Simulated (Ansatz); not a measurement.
# Mg2Ge: response to strain

Start from Mg₂Ge in the anti-fluorite structure (space group Fm-3m, No. 225; a = 6.286 Å). Axes: x, y, z lie along the cube axes.

Strains are applied to the cell and any free atomic positions relax; under biaxial strain the out-of-plane vector relaxes too.

Level of theory: LDA (Ansatz, a quantum-chemistry and plane-wave program; PAW; 420 eV plane waves; without spin-orbit coupling).

Candidates:
(a) biaxial strain −1.00 %, plane normal [001], relaxed out of plane
(b) biaxial strain +2.50 %, plane normal [001], relaxed out of plane
(c) biaxial strain −1.50 %, plane normal [001], relaxed out of plane
(d) biaxial strain −2.00 %, plane normal [001], relaxed out of plane

Notes on the quantities. energy relative to the base: free energy F.

Task: Order them by energy relative to the base, highest first.

Result: (b) biaxial strain +2.50 %, plane normal [001], relaxed out of plane (+10 meV/atom), (d) biaxial strain −2.00 %, plane normal [001], relaxed out of plane (+7.2 meV/atom), (c) biaxial strain −1.50 %, plane normal [001], relaxed out of plane (+4.0 meV/atom), (a) biaxial strain −1.00 %, plane normal [001], relaxed out of plane (+1.8 meV/atom)

Whether these cells are dynamically stable was not tested. All final runs are without spin polarisation.
